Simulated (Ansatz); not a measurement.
# BBi (model structure, from the WC type, P-6m2, No. 187): properties by level of theory

| level (code) | equilibrium lattice constant a (Å) | lattice parameter c (Å) | cohesive energy (eV/atom) |
|---|---|---|---|
| LDA (Ansatz) | 3.549 | 3.312 | 3.94 |
| PBE (Ansatz) | (withheld) | (withheld) | (withheld) |
| PBE-D3(BJ) (Ansatz) | 3.575 | 3.342 | 3.39 |

### Question
What belongs in the gaps?

### Answer

- PBE (Ansatz, a quantum-chemistry and plane-wave program), equilibrium lattice constant a (Å): 3.636
- PBE (Ansatz), lattice parameter c (Å): 3.369
- PBE (Ansatz), cohesive energy (eV/atom): 3.03

Ansatz's density-functional and Hartree–Fock values are scalar-relativistic unless marked +SOC, with PAW data made under PBE.

The computed numbers hold no vibrational or temperature effects.

A model structure was made by putting elements into a prototype or built by hand; it is no filed structure, need not be a known phase, and can be a saddle point held by its symmetry.
